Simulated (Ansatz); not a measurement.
This Ansatz (a quantum-chemistry and plane-wave program) input is the reference run, YN in the rock salt structure (space group Fm-3m, No. 225), computed with Ansatz PBE, no spin-orbit coupling, earlier PAW set:

Ansatz 0.2 input:
```yaml
crystal:
  lattice:
    - [0, 2.4530237465, 2.4530237465]
    - [2.4530237465, 0, 2.4530237465]
    - [2.4530237465, 2.4530237465, 0]
  atoms:
    - { symbol: N, position: [0, 0, 0] }
    - { symbol: Y, position: [0.5, 0.5, 0.5] }
basis: { ecutwfc: 420, ecutrho_ratio: 4, xc_grid: 2, fft_grid_basis: typed }
kpoints: { mp_grid: { grid: [12, 12, 12] } }
hamiltonian:
  xc: pbe
  dispersion: none
  pseudopotentials: { azcp: { folder: ./paw }, kind: paw }
scf: { occupations: { method: fermi_dirac, width: 0.05 }, convergence: { dr2_threshold: 0.0000000002 } }
output: { forces: true, stress: true }
checkpoint: { write: state.ck, write_every: 1000 }
```

Q: Write the input for this change: every lattice vector is shortened by 0.84 %, atoms relaxed at fixed cell.

A: 
Ansatz 0.2 input:
```yaml
crystal:
  lattice:
    - [0, 2.432418347, 2.432418347]
    - [2.432418347, 0, 2.432418347]
    - [2.432418347, 2.432418347, 0]
  atoms:
    - { symbol: N, position: [0, 0, 0] }
    - { symbol: Y, position: [0.5, 0.5, 0.5] }
basis: { ecutwfc: 420, ecutrho_ratio: 4, xc_grid: 2, fft_grid_basis: typed }
kpoints: { mp_grid: { grid: [12, 12, 12] } }
hamiltonian:
  xc: pbe
  dispersion: none
  pseudopotentials: { azcp: { folder: ./paw }, kind: paw }
scf: { occupations: { method: fermi_dirac, width: 0.05 }, convergence: { dr2_threshold: 0.0000000002 } }
relax: { f_tol: 0.005, max_steps: 50 }
output: { forces: true, stress: true }
checkpoint: { write: state.ck, write_every: 1000 }
```
This is the input that was run.

The cells carry an imposed strain or load. Whether these cells are dynamically stable was not tested.
